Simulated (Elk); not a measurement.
# A self-consistent single point of GaIr (Pm-3m, 2 atoms in the cell) with Elk

Method of the run: PBEsol, all-electron FP-LAPW, Elk's shipped species files, APW+lo basis with extra local orbitals (Elk).

Input:

```
tasks
  0

xctype
  22

rgkmax
  7.5

gmaxvr
  16.0

nxlo
  2

lorbcnd
  .true.

lmaxi
  3

stype
  0

swidth
  0.00367493

scale
  1.889726125

avec
    3.0285000000    0.0000000000    0.0000000000
    0.0000000000    3.0285000000    0.0000000000
    0.0000000000    0.0000000000    3.0285000000

sppath
  './'

atoms
  2   : nspecies
  'Ga.in'   : spfname
  1   : natoms; atposl, bfcmt below
  0.0000000000  0.0000000000  0.0000000000    0.0 0.0 0.0
  'Ir.in'   : spfname
  1   : natoms; atposl, bfcmt below
  0.5000000000  0.5000000000  0.5000000000    0.0 0.0 0.0

ngridk
  9 9 9
```

The program printed (abridged):

```
│ Elk code version 10.2.4 │

All units are atomic (Hartree, Bohr, etc.)

│ Ground-state run starting from atomic densities │

Lattice vectors :
   5.723035570       0.000000000       0.000000000
   0.000000000       5.723035570       0.000000000
   0.000000000       0.000000000       5.723035570

Unit cell volume      :    187.4473631
Brillouin zone volume :    1.323305964

Muffin-tin inner radius fraction :   0.1000000000E-01

Nuclei treated as point charges

Species :    1 (Ga)
 parameters loaded from : Ga.in
 name : gallium
 nuclear charge    :   -31.00000000
 electronic charge :    31.00000000
 atomic mass :    127097.2538
 muffin-tin radius :    2.264443472
 number of radial points in muffin-tin :    497
 atomic positions (lattice), magnetic fields (Cartesian) :
   1 :   0.00000000  0.00000000  0.00000000    0.00000000  0.00000000  0.00000000

Species :    2 (Ir)
 parameters loaded from : Ir.in
 name : iridium
 nuclear charge    :   -77.00000000
 electronic charge :    77.00000000
 atomic mass :    350390.1559
 muffin-tin radius :    2.641850718
 number of radial points in muffin-tin :    697
 atomic positions (lattice), magnetic fields (Cartesian) :
   1 :   0.50000000  0.50000000  0.50000000    0.00000000  0.00000000  0.00000000

Total number of atoms per unit cell :    2

Spin treatment :
 spin-unpolarised

Number of Bravais lattice symmetries :   48
Number of crystal symmetries         :   48
Crystal has inversion symmetry
Real symmetric eigensolver will be used

k-point grid :      9     9     9
k-point offset :    0.000000000       0.000000000       0.000000000
k-point set is reduced with full crystal symmetry group
Total number of k-points :       35

Muffin-tin radius times maximum |G+k| :    7.500000000
 using average radius
Maximum |G+k| for APW functions       :    3.057297304
Maximum (1/2)|G+k|²                   :    4.673533403
Maximum |G| for potential and density :    16.00000000
 potential will be trimmed for |G| > 2 gkmax
Constant for pseudocharge density :   11
Radial integration step length :    4

G-vector grid sizes :     30    30    30
Number of G-vectors :    13037

Maximum angular momentum used for
 APW functions                      :    8
 outer part of muffin-tin           :    6
 inner part of muffin-tin           :    3

Total nuclear charge    :   -108.0000000
Total core charge       :    66.00000000
Total valence charge    :    42.00000000
Total excess charge     :    0.000000000
Total electronic charge :    108.0000000

Effective Wigner radius, rₛ :   0.7455137483

Number of empty states         :    8
Total number of valence states :   29
Total number of core states    :   66

Conduction state local-orbitals added automatically
Total number of local-orbitals :  179

Exchange-correlation functional :     22     0     0
 PBEsol, Phys. Rev. Lett. 100, 136406 (2008)
 gradient requirement :    1
 generalised gradient approximation (GGA)

Smearing type :    0
 Gaussian
Smearing width :   0.3674930000E-02
Effective electronic temperature (K) :    1160.451112

Mixing type :    3
 Broyden mixing, J. Phys. A: Math. Gen. 17, L317 (1984)

Kohn-Sham potential initialised from atomic data

│ Self-consistent loop started │
│ Loop number : 1 │
 total energy                :     -19806.6814751
│ Loop number : 2 │
 total energy                :     -19806.6721493
RMS change in Kohn-Sham potential (target) :   0.1029982422     (  0.1000000000E-05)
Absolute change in total energy (target)   :   0.9325768762E-02 (  0.1000000000E-03)
│ Loop number : 3 │
 total energy                :     -19806.6180788
RMS change in Kohn-Sham potential (target) :   0.1022074544     (  0.1000000000E-05)
Absolute change in total energy (target)   :   0.5640195633E-01 (  0.1000000000E-03)
│ Loop number : 4 │
 total energy                :     -19805.5748960
RMS change in Kohn-Sham potential (target) :   0.9317624687E-01 (  0.1000000000E-05)
Absolute change in total energy (target)   :    1.057283288     (  0.1000000000E-03)
│ Loop number : 5 │
 total energy                :     -19799.4798970
RMS change in Kohn-Sham potential (target) :   0.3688626688E-01 (  0.1000000000E-05)
Absolute change in total energy (target)   :    6.359319867     (  0.1000000000E-03)
│ Loop number : 6 │
 total energy                :     -19796.9830548
RMS change in Kohn-Sham potential (target) :   0.9927758288E-02 (  0.1000000000E-05)
Absolute change in total energy (target)   :    4.086672132     (  0.1000000000E-03)
│ Loop number : 7 │
 total energy                :     -19795.9656302
RMS change in Kohn-Sham potential (target) :   0.6536716030E-03 (  0.1000000000E-05)
Absolute change in total energy (target)   :    2.039092697     (  0.1000000000E-03)
│ Loop number : 8 │
 total energy                :     -19795.9284544
RMS change in Kohn-Sham potential (target) :   0.2362399232E-03 (  0.1000000000E-05)
Absolute change in total energy (target)   :   0.5469489004     (  0.1000000000E-03)
│ Loop number : 9 │
 total energy                :     -19795.8825115
RMS change in Kohn-Sham potential (target) :   0.2002427854E-03 (  0.1000000000E-05)
Absolute change in total energy (target)   :   0.1826801158     (  0.1000000000E-03)
│ Loop number : 10 │
 total energy                :     -19795.9025427
RMS change in Kohn-Sham potential (target) :   0.8070936516E-04 (  0.1000000000E-05)
Absolute change in total energy (target)   :   0.2563886841E-01 (  0.1000000000E-03)
│ Loop number : 11 │
 total energy                :     -19795.8946089
RMS change in Kohn-Sham potential (target) :   0.3596309906E-04 (  0.1000000000E-05)
Absolute change in total energy (target)   :   0.1434353598E-01 (  0.1000000000E-03)
│ Loop number : 12 │
 total energy                :     -19795.8917181
RMS change in Kohn-Sham potential (target) :   0.1909580413E-04 (  0.1000000000E-05)
Absolute change in total energy (target)   :   0.6476661325E-02 (  0.1000000000E-03)
│ Loop number : 13 │
 total energy                :     -19795.8901003
RMS change in Kohn-Sham potential (target) :   0.9289215432E-06 (  0.1000000000E-05)
Absolute change in total energy (target)   :   0.3236966746E-02 (  0.1000000000E-03)
│ Loop number : 14 │
 total energy                :     -19795.8899908
RMS change in Kohn-Sham potential (target) :   0.5761613789E-06 (  0.1000000000E-05)
Absolute change in total energy (target)   :   0.9187784817E-03 (  0.1000000000E-03)
│ Loop number : 15 │
 total energy                :     -19795.8899968
RMS change in Kohn-Sham potential (target) :   0.2964069218E-06 (  0.1000000000E-05)
Absolute change in total energy (target)   :   0.2236202781E-03 (  0.1000000000E-03)
│ Loop number : 16 │
 total energy                :     -19795.8900013
RMS change in Kohn-Sham potential (target) :   0.3952205176E-07 (  0.1000000000E-05)
Absolute change in total energy (target)   :   0.5148201672E-04 (  0.1000000000E-03)
Convergence targets achieved

│ Loop number : 17 │

Energies :
 Fermi                       :     0.436183812941
 sum of eigenvalues          :     -12063.1328787
 electron kinetic            :      22327.3228813
 core electron kinetic       :      21426.1672076
 Coulomb                     :     -41704.6858964
 Coulomb potential           :     -33839.7268830
 nuclear-nuclear             :     -1589.91826342
 electron-nuclear            :     -46389.8083829
 Hartree                     :      6275.04074994
 Madelung                    :     -24784.8224549
 xc potential                :     -550.728877012
 exchange                    :     -411.536431189
 correlation                 :     -6.99055396564
 total energy                :     -19795.8900002

Density of states at Fermi energy :    15.67474670
 (states/Hartree/unit cell)

Estimated indirect band gap :   0.5412017461E-02
 from k-point     15 to k-point      4
Estimated direct band gap   :   0.2773820607E-01
 at k-point     34

Charges :
 core                        :    66.00000000
 valence                     :    42.00000000
 interstitial                :    2.370479759
 muffin-tins (core leakage)
  species :    1 (Ga)
   atom    1                 :    29.52639449     (  0.1577717226E-02)
  species :    2 (Ir)
   atom    1                 :    76.10312575     (  0.5734702197E-03)
 total in muffin-tins        :    105.6295202
 total calculated charge     :    107.9887684
 total charge                :    108.0000000
 error                       :   0.1123160468E-01

│ Self-consistent loop stopped │
```

The run converged in 17 iterations. The count includes the last loop, which Elk runs after its targets are met.

The starting cell comes from a database of computed structures (which also holds hypothetical and non-ambient phases and stackings), without a prior relaxation at this level. Spin-orbit coupling is off. Spin polarisation is off. Values depend on the basis (sphere radii, cutoffs, local orbitals), which need not be converged. The log's line on a gap gives a spacing of levels on this mesh, which the program prints for metals too.
